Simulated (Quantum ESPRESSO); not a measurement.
Relaxation of cell and atoms of TaB2Mo (Amm2, 4 atoms in the cell) at several settings

```
CELL_PARAMETERS angstrom
      3.05274     0.00000     0.00000
      0.00000     1.57583     4.18934
      0.00000    -1.57583     4.18934
ATOMIC_POSITIONS crystal
  Ta 0.00000 0.14600 0.14600
  B  0.50000 0.55863 0.55863
  B  0.00000 0.43972 0.43972
  Mo 0.50000 0.85565 0.85565
```

Base: Quantum ESPRESSO with LDA (PZ), GBRV 1.5 ultrasoft (LDA) pseudopotentials. Its settings: ecutwfc = 40 Ry; ecutrho = 320 Ry; occupations = smearing; smearing = gauss; degauss = 0.019992 Ry; potentials = {Ta: ta_lda_v1.uspp.F.UPF, B: b_lda_v1.4.uspp.F.UPF, Mo: mo_lda_v1.uspp.F.UPF}; K_POINTS = automatic 7 8 8 0 0 0; conv_thr = 1e-11 Ry. Starting volume 10.08 Å³ per atom.

Each line gives the change from the base single point and the result:

- calculation: scf → vc-relax; tprnfor: true → default; tstress: true → default; ecutwfc: 40 Ry → 24 Ry; ecutrho: 320 Ry → 192 Ry: pressure 0.40 GPa; largest force (vector length) 0.022 eV/Å; final cell a = 3.0606 Å, b = c = 4.4929 Å, α = 41.27°, β = γ = 90.00°; final volume per atom 10.19 Å³; relaxation steps 3; free energy against the base single point 129.4 meV/atom.
- calculation: scf → vc-relax; tprnfor: true → default; tstress: true → default: pressure 0.05 GPa; largest force (vector length) 0.003 eV/Å; final cell a = 3.083 Å, b = c = 4.525 Å, α = 41.29°, β = γ = 90.00°; final volume per atom 10.41 Å³; relaxation steps 4; free energy against the base single point -14.4 meV/atom.
- calculation: scf → vc-relax; tprnfor: true → default; tstress: true → default; press: default → 20 kbar: pressure 2.04 GPa; largest force (vector length) 0.004 eV/Å; final cell a = 3.0768 Å, b = c = 4.5162 Å, α = 41.28°, β = γ = 90.00°; final volume per atom 10.35 Å³; relaxation steps 4; free energy against the base single point -13.6 meV/atom.

The starting cell comes from a database of computed structures (which also holds hypothetical and non-ambient phases and stackings), without a prior relaxation at this level. Its lattice was rescaled by a random factor within 2.5 % of one. Spin polarisation is off.
